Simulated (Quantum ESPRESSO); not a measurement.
A working Quantum ESPRESSO input for ZrCu (P2_1/m, 4 atoms in the cell) (DFT, PBEsol, plane waves, SSSP 1.1.2 efficiency (PBE) pseudopotentials):

```fortran
&control
   calculation = 'scf',
   prefix = 'zrcu',
   outdir = './tmp/',
   pseudo_dir = './',
   tprnfor = .true.,
   tstress = .true.,
/
&system
   ibrav = -12,
   celldm(1) = 6.126851144,
   celldm(2) = 1.27636566642,
   celldm(3) = 1.69933295143,
   celldm(5) = -0.27413548764,
   nat = 4,
   ntyp = 2,
   ecutwfc = 50,
   ecutrho = 400,
   occupations = 'smearing',
   smearing = 'gaussian',
   degauss = 0.0036749,
   input_dft = 'pbesol',
/
&electrons
   conv_thr = 1.0d-10,
   mixing_beta = 0.3,
/
ATOMIC_SPECIES
Zr    91.2240  Zr_pbe_v1.uspp.F.UPF
Cu    63.5460  Cu_pbe_v1.2.uspp.F.UPF
ATOMIC_POSITIONS crystal
Zr    0.352600000    0.750000000    0.193670000
Zr    0.647400000    0.250000000    0.806330000
Cu    0.059220000    0.750000000    0.637700000
Cu    0.940780000    0.250000000    0.362300000
K_POINTS automatic
7 5 4  0 0 0
```

The run converged in 17 iterations: free energy E − TS -13671.3845 eV; Fermi level (on the code's own zero) 14.41 eV; pressure -6.37 GPa; largest force (vector length) 0.170 eV/Å. Each of these slips is then made, one at a time:

(1)
```diff
-   mixing_beta = 0.3,
+   mixing_beta = 0.9,
+   mixing_ndim = 2,
```

(2)
```diff
-   ntyp = 2,
+   ntyp = 3,
```

### Question
Predict the outcome of each change.

### Answer

(1) Unsuitable density mixing. The run converged in 24 iterations, and against the sound input the free energy stays essentially unchanged (within 1 meV/atom), the pressure stays at -6.37 GPa and the largest force stays at 0.170 eV/Å.

(2) A species count that does not match the list of species. The program stopped before any SCF iteration.
```
Error in routine  card_atomic_species (5010):
cannot read atomic specie from: ATOMIC_POSITIONS crystal
```

The starting cell comes from a database of computed structures (which also holds hypothetical and non-ambient phases and stackings), without a prior relaxation at this level. Spin polarisation is off. In the base run, with a pressure of about -6 GPa the cell is away from its equilibrium volume at this level.

Left out of this page: 3 runs of the series outside the window shown, repeating another row's setting, or not comparable.
